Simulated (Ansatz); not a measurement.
# What tensor shear ε_yz = −1.66 % does to hypothetical zinc blende BiB

Base system: BiB in the zinc blende structure (space group F-43m, No. 216; a = 5.490 Å; a hypothetical phase, not in the database extracts checked). Axes: x, y, z lie along the cube axes.

The change: tensor shear ε_yz = −1.66 % (engineering shear γ = -0.0332), atoms relaxed at fixed cell.

Level of theory: r2SCAN in Ansatz (plane waves to 500 eV, PAW, no SOC). Γ-centred 10×10×10 mesh, Fermi–Dirac width 0.05 eV.

| quantity | base | changed | shift |
|---|---|---|---|
| shortest interatomic distance | 4.493 bohr | 4.464 bohr | -0.0285 bohr |
| energy relative to the base (free energy F) | 0 meV/atom | +5.7 meV/atom | +5.7 meV/atom |
| pressure (mean of the normal stresses, compression positive) | 0.00 GPa | 0.08 GPa | +0.075 GPa |
| band gap (uncertain: the edges found look like a band crossing or inverted bands; the changed cell) | 0.39 eV | 0.23 eV | -0.155 eV |
| stress (xx, yy, zz, yz, xz, xy; compression positive) | – | (-0.01, 0.12, 0.12, 2.67, 0.00, 0.00) GPa | – |

Final structure:

```xyz
2
Lattice="0.0000 2.6997 2.6997 2.7452 -0.0456 2.7452 2.7452 2.7452 -0.0456" Properties=species:S:1:pos:R:3 pbc="T T T"
Bi     4.1083     4.0495     4.0495
B      0.0095     0.0000     0.0000
```

With Bi present, leaving out spin-orbit coupling can change the band edges. The cells carry an imposed strain or load. Stability against distortions was not tested. A zero or small gap of BiB under tensor shear ε_yz = −1.66 % can be the functional's error rather than a property of the material.

Ansatz is a quantum-chemistry and plane-wave program.
